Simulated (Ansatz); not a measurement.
For CoGe₂ (Cmce, No. 64, 12 atoms in the cell; start mp-30045), PBEsol (Ansatz, a quantum-chemistry and plane-wave program, plane waves, PAW) gives:

| Property | Result |
|---|---|
| volume per atom | 14.01 Å³/atom |
| enthalpy of formation | -0.237 eV/atom |

**Question.** What does r²SCAN-D4 (Ansatz, plane waves, PAW) give for the same quantities?

**Answer.** 
- equilibrium volume per atom: 13.98 Å³/atom (drops by 0.2 %)
- formation enthalpy: -0.047 eV/atom (moves by +0.190 eV/atom)

Changes are worked out from the printed values.

Unless a cell is named, each level is at its own relaxed cell (PBEsol 14.01, r²SCAN-D4 13.98 Å³/atom).

The crystal itself was run without spin with PBEsol, r²SCAN-D4; a magnetic state was not tried in these runs.

Caveats: the relaxation could not lower the start's symmetry, so the cell can be a saddle point above a distorted one (PBEsol, r²SCAN-D4). Ansatz's density-functional and Hartree–Fock values are scalar-relativistic unless marked +SOC, with PAW data made under PBE.

A start named mp-… is a Materials Project structure, which need not be a measured phase.
